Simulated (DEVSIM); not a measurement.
Structure: abrupt Si n-p junction, at 350 K.

Layer 1 from the left is Si, thickness (μm) 22.0, Nd (cm⁻³) 7.7e17, τn (s) 4.3e-5, τp (s) 4.3e-5. Layer 2 from the left is Si, thickness (μm) 11.0, Na (cm⁻³) 8.9e14, τn (s) 4.3e-5, τp (s) 4.3e-5.

Left contact: ohmic. Right contact: ohmic. Voltage is applied to the left contact. Recombination: SRH at mid-gap. Mobility is μmin + (μ − μmin)/(1 + (N/Nref)^α).

This is a model device: material constants are rounded textbook-type values typed into the input, and sizes, dopings and lifetimes were drawn at random. Values at 300 K; Nc and Nv go as T^1.5, mobilities as T to minus their exponent, the gap by Varshni's rule with the affinity fixed.

Si: gap (eV) 1.124, affinity (eV) 4.05, permittivity 11.7, Nc (cm⁻³) 2.86e19, Nv (cm⁻³) 3.1e19, μn (cm²/Vs) 1417, μp (cm²/Vs) 470, μn,min 52, μp,min 45, Nref,n 9.7e16, Nref,p 2.2e17, αn 0.68, αp 0.72, T exponent of μn 2.3, T exponent of μp 2.2, Varshni α (eV/K) 0.000473, Varshni β (K) 636.

Model (solved in DEVSIM): 1D drift-diffusion, Boltzmann statistics, complete ionisation; no tunnelling, impact ionisation, image-force lowering or self-heating.

**Question.** What does the simulation give for the dark forward voltage at 100 A/cm², the largest field in the device at zero bias, the potential step across the device at zero bias, the dark forward voltage at 1 A/cm²?

**Answer.** dark forward voltage at 100 A/cm² 0.641 V; largest field in the device at zero bias 53000 V/cm; potential step across the device at zero bias 0.672 V; dark forward voltage at 1 A/cm² 0.432 V.
